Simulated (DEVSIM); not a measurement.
System: Mo/SiO2/p-Si capacitor, at 300 K.

| layer (left to right) | material | thickness (nm) | Na (cm⁻³) |
|---|---|---|---|
| 1 | SiO2 | 14.0 | - |
| 2 | Si | 1300 | 1.9e17 |

Metal gate on the left, work function 4.6 eV. Fixed charge at the semiconductor interface -1.1e10 cm⁻² (in units of +e); interface traps 1.6e11 cm⁻² eV⁻¹, uniform in energy, neutral level at 0.3 of the gap above the valence band.

The device is made up for the run: typed textbook-type constants, with dimensions and the other settings drawn at random. Values at 300 K.

```
parameter      SiO2       Si
-------------  ----  -------
gap (eV)          9    1.124
affinity (eV)   0.9     4.05
permittivity    3.9     11.7
Nc (cm⁻³)         -  2.86e19
Nv (cm⁻³)         -   3.1e19
```

DEVSIM, 1D Poisson equation in equilibrium, Boltzmann statistics, complete ionisation; no quantum confinement or tunnelling. Metal contacts follow the ideal Schottky-Mott rule: no Fermi-level pinning, no interface dipoles.

The SiO2 thickness was swept, all else fixed.

```csv
SiO2 thickness (μm),capacitance of the dielectric stack (μF/cm²),minimum of the low-frequency capacitance (μF/cm²)
0.0056,0.617,0.139
0.0077,0.448,0.126
0.0098,0.352,0.117
0.012,0.288,0.111
0.014,0.247,0.103
0.017,0.203,0.0943
```

From the first row to the last the capacitance of the dielectric stack goes from 0.617 to 0.203. From the first row to the last the minimum of the low-frequency capacitance goes from 0.139 to 0.0943.
